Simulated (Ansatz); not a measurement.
We consider rock-salt NaH, described by r²SCAN+rVV10 in Ansatz (plane waves, PAW).

Run with plane-wave cutoff 560 eV, 12×12×12 k mesh, Fermi–Dirac smearing 0.01 eV, scalar-relativistic PAW data made under PBE.

Pressure at four volumes; x = ln(V/13.633 Å³). One pressure is withheld.

```json
[
 {"V (Å³/atom)": "12.815", "x": "-0.0619", "P (GPa)": "?"},
 {"V (Å³/atom)": "13.088", "x": "-0.0408", "P (GPa)": "1.089"},
 {"V (Å³/atom)": "13.633", "x": "0.0000", "P (GPa)": "-0.012"},
 {"V (Å³/atom)": "14.451", "x": "0.0583", "P (GPa)": "-1.315"}
]
```

Q: Pass a parabola P(x) through the three rows shown, estimate the bulk modulus and its pressure derivative near zero pressure, and predict the withheld pressure.

A: Slopes between the rows: (-0.012 − (1.089))/(0.0000 − (-0.0408)) = -26.99 and (-1.315 − (-0.012))/(0.0583 − (0.0000)) = -22.35 GPa. Their difference over the span 0.0991 is c = 4.64/0.0991 = 46.8 GPa, so P(x) = 1.089 + (-26.99)(x − (-0.0408)) + 46.8 (x − (-0.0408))(x − (0.0000)). At the middle row B = −dP/dx = −[-26.99 + 46.8 × 0.0408] = 25.1 GPa, and B′ = dB/dP = 2c/B = 3.7. At x = -0.0619 the parabola gives 1.720 GPa; the run gives 1.724 GPa. The Birch–Murnaghan fit to the energies at all volumes has B0 = 25.0 GPa and B′ = 3.8.

Measured, for comparison: bulk modulus 19.4 ± 2 GPa (room temperature, no zero-point or thermal correction; as tabulated in High-pressure studies of NaH to 54 GPa). Computed (rounded) less measured: bulk modulus +29 % (against room or unstated temperature, where such soft solids are markedly softer).

Ansatz is an electronic-structure program.
